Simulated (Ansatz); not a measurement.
Functionals compared on NH2 on the 1x1 (0001) surface of corundum (cut with top plane Al), one in a 1x1 cell, started at the site 'hollow Al-O-O-O over O at depth 2.3 Å', in Ansatz (plane waves, PAW). The structure was relaxed with PBE; the other rows are single points on it, each with its references at the same level. Cutoff 420 eV (500 eV for r2SCAN). The points keep PBE's geometry, so the relaxation of a polaron and the settling of charge on one site are left out.

Host crystal: corundum, with a band gap (PBE, scalar-relativistic without spin-orbit coupling).

Model: 23-atom slab, 6.7 Å thick at the start under the adsorbate (thin: gaps and levels are the slab's own), 6x6x1 mesh, Fermi-Dirac 0.01 eV, dipole correction, 9 atoms held, the rest relaxed; no symmetry held; spin-polarised, ending with about 1.0 μB a cell; orders that need a larger cell were not tried, no spin-orbit, no U, no dispersion correction. At the end it is bonded to Al. In PBE it is, or lies within 0.03 eV of, the lowest of the starts that converged. These notes are the PBE run's. r2SCAN: The program's check for a lower electronic state was not made. Adsorption energies are against NH3(g) − ½ H2(g). A negative adsorption energy means that the adsorbate is more stable on the surface than in its reference.

```json
[
 {"functional": "PBE", "adsorption energy (eV)": "1.10", "gap of the slab on its k-mesh (eV)": "0.16", "highest filled level below the top vacuum level (eV)": "4.89", "magnetic moment of the cell (μB)": "1.00", "rough cost of the single point": "–"},
 {"functional": "RPBE", "adsorption energy (eV)": "1.11", "gap of the slab on its k-mesh (eV)": "0.17", "highest filled level below the top vacuum level (eV)": "4.81", "magnetic moment of the cell (μB)": "1.00", "rough cost of the single point": "very roughly 6 core-minutes"},
 {"functional": "r2SCAN", "adsorption energy (eV)": "…", "gap of the slab on its k-mesh (eV)": "…", "highest filled level below the top vacuum level (eV)": "…", "magnetic moment of the cell (μB)": "1.00", "rough cost of the single point": "about 9 core-minutes (a rough figure)"}
]
```

Q: Fill in the missing entries.

A: 
- r2SCAN, adsorption energy (eV): 1.06
- r2SCAN, gap of the slab on its k-mesh (eV): 0.34
- r2SCAN, highest filled level below the top vacuum level (eV): 4.82

Ansatz is an electronic-structure program.
